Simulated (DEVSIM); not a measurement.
Structure: abrupt Ge n-p junction, at 400 K.

Layer 1 from the left is Ge, thickness (μm) 0.240, Nd (cm⁻³) 5.4e17, τn (s) 6e-7, τp (s) 6e-7. Layer 2 from the left is Ge, thickness (μm) 4.20, Na (cm⁻³) 4.8e15, τn (s) 6e-7, τp (s) 6e-7.

Left contact: ohmic. Right contact: ohmic. Voltage is applied to the left contact. Recombination: SRH at mid-gap, radiative, Auger. Mobility is μmin + (μ − μmin)/(1 + (N/Nref)^α).

This is a model device: material constants are rounded textbook-type values typed into the input, and sizes, dopings and lifetimes were drawn at random. Values at 300 K; Nc and Nv go as T^1.5, mobilities as T to minus their exponent, the gap by Varshni's rule with the affinity fixed.

Ge: gap (eV) 0.664, affinity (eV) 4, permittivity 16, Nc (cm⁻³) 1.04e19, Nv (cm⁻³) 6e18, μn (cm²/Vs) 3900, μp (cm²/Vs) 1900, μn,min 150, μp,min 100, Nref,n 2.6e17, Nref,p 4e17, αn 0.56, αp 0.6, T exponent of μn 1.66, T exponent of μp 2.33, B (cm³/s) 6.4e-14, Cn (cm⁶/s) 1e-31, Cp (cm⁶/s) 1e-31, Varshni α (eV/K) 0.000477, Varshni β (K) 235.

Problem. Estimate by hand the capacitance at 3 V, and compare with a numerical solution.

Solution. 
- Capacitance at 3 V: C = √(qεN / 2(Vbi + |V|)) = 12.9 nF/cm²; numerical 13.6 nF/cm² (estimate below by 5.2 %).

Model (solved in DEVSIM): 1D drift-diffusion, Boltzmann statistics, complete ionisation; no tunnelling, impact ionisation, image-force lowering or self-heating.
